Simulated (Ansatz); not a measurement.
## Lattice parameter c of BeTe (model structure, started from the litharge type, P4/nmm, No. 129, 4 atoms in the cell) at several levels of theory

No measured value is used here.

```csv
level (code),value (Å)
PBE (Ansatz),5.479
PBEsol (Ansatz),[?]
PBE-D3(BJ) (Ansatz),3.997
```

Task: Some entries are withheld; supply them.

Result: 
- PBEsol (Ansatz, a program for electronic structure), value (Å): 4.430

Ansatz's density-functional and Hartree–Fock values are scalar-relativistic unless marked +SOC, with PAW data made under PBE.

A model structure was made by putting elements into a prototype or built by hand; it is no filed structure, need not be a known phase, and can be a saddle point held by its symmetry.
